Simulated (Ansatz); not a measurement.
# PBE against r2SCAN: hypothetical zinc blende LuP, biaxial strain −1.24 %, plane normal [110], relaxed out of plane

Take LuP in the zinc blende structure (space group F-43m, No. 216; a = 6.161 Å; a hypothetical phase, not in the database extracts checked) as the base. Axes: x, y, z lie along the cube axes.

(Cell as relaxed with PBE.)

Levels (all Ansatz, a quantum-chemistry and plane-wave program, PAW): PBE (420 eV, no spin-orbit coupling); r2SCAN (500 eV, no SOC).

Each level relaxes its own structure.

```json
[
 {"base": "volume per atom", "PBE": "29.23 Å³", "r2SCAN": "28.89 Å³"},
 {"base": "lattice parameter a", "PBE": "6.161 Å", "r2SCAN": "6.137 Å"},
 {"base": "band gap", "PBE": "1.69 eV", "r2SCAN": "1.98 eV"}
]
```

Now apply this change: compressive biaxial strain of 1.24 % in the plane normal to [110], as in epitaxy on a mismatched substrate; the out-of-plane cell vector and the atoms relax.

| quantity | PBE | r2SCAN |
|---|---|---|
| energy relative to the base (free energy F) | +1.6 meV/atom | +1.8 meV/atom |
| band gap | 1.62 eV | 1.91 eV |
| shift of the gap caused by the change | -0.07 eV | -0.07 eV |

PBE's band gap lies 0.29 eV below r2SCAN's; the two agree on the shift of the gap caused by the change. Neither level is exact; r2SCAN is the comparison here, not a measurement.

No phonon test of stability was made.
